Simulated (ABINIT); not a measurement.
Band structure of NbC (Fm-3m, 2 atoms in the cell).

```
CELL_PARAMETERS angstrom
      0.00000     2.25405     2.25405
      2.25405     0.00000     2.25405
      2.25405     2.25405     0.00000
ATOMIC_POSITIONS crystal
  Nb 0.00000 0.00000 0.00000
  C  0.50000 0.50000 0.50000
```

Computed with PBEsol, PAW (JTH v2.0 PBE PAW, files made for PBE) (plane waves; ABINIT 10.0.3).

Settings: pseudos = [Nb.GGA_PBE-JTH.xml, C.GGA_PBE-JTH.xml]; ecut = 21 Ha; pawecutdg = 42 Ha; pawxcdev = 0; ixc = -116133; occopt = 7; tsmear = 0.1 eV; ngkpt = 17 17 17; nshiftk = 1; shiftk = 0 0 0; potentials = JTH v2.0 PBE PAW; kptopt = 1; nstep = 80.

The starting cell comes from a database of computed structures (which also holds hypothetical and non-ambient phases and stackings), without a prior relaxation at this level. Spin polarisation is off. The potentials were made for another functional than the one used.

Levels in eV from the Fermi level, bands 5 to 12:
| point | 5 | 6 | 7 | 8 | 9 | 10 | 11 | 12 |
|---|---|---|---|---|---|---|---|---|
| Γ | -13.31 | -1.32 | -1.32 | -1.32 | -0.21 | -0.21 | -0.21 | 0.30 |
| X | -11.93 | -4.11 | -3.88 | -1.33 | -1.33 | 1.88 | 3.09 | 3.09 |
| W | -11.16 | -4.57 | -4.36 | -4.36 | 1.47 | 1.47 | 3.10 | 4.97 |
| K | -11.24 | -5.10 | -4.22 | -3.45 | -0.34 | 2.37 | 3.29 | 5.38 |
| L | -9.74 | -7.46 | -5.02 | -5.02 | 2.03 | 2.03 | 3.42 | 5.62 |
| U | -11.24 | -5.10 | -4.22 | -3.45 | -0.34 | 2.37 | 3.29 | 5.38 |

Bands cross the Fermi level along this path, so the cell is metallic at this level.
